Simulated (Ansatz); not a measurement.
Density of states of MgTe (P6_3mc) below the valence band maximum, PBEsol with spin-orbit coupling, rigid bands in Ansatz (an electronic-structure program); cell volume 133.5 Å³.

(energy from edge (eV), 10⁻³ states/eV/cell): (0.006, 76.8); (0.031, 299); (0.056, 420); (0.081, 517); (0.106, 602); (0.131, 684); (0.156, 760); (0.181, 837); (0.206, 912); (0.231, 991); (0.256, 1070); (0.281, 1160); (0.319, 1290); (0.344, 1390); (0.369, 1490); (0.394, 1610); (0.419, 1740); (0.444, 1890); (0.469, 2060); (0.494, 2210); (0.519, 2400); (0.544, 2660); (0.569, 2870); (0.594, 3110)

Task: What effective density of states at 300 K does this give (∫ g(E) exp(−E/k_BT) dE, both spins, divided by the cell's size)?

Result: 4.3e19 cm⁻³, a density-of-states mass of 1.44 mₑ, valleys and band degeneracy included.

Geometry: cell and atoms relaxed with PBEsol.
